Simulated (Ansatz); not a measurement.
**GePd (model structure, started from the rocksalt type, Fm-3m, No. 225, 2 atoms in the cell): formation enthalpy by level of theory**

No measured value is used here.

```csv
level (code),value (eV/atom)
PBE (Ansatz),-0.120
PBEsol (Ansatz),-0.136
PBE-D3(BJ) (Ansatz),-0.120
r²SCAN (Ansatz),-0.060
```

Each level is taken at its own relaxed cell. Ansatz's density-functional and Hartree–Fock values are scalar-relativistic unless marked +SOC, with PAW data made under PBE.

A model structure was made by putting elements into a prototype or built by hand; it is no filed structure, need not be a known phase, and can be a saddle point held by its symmetry.

Ansatz is a first-principles code.
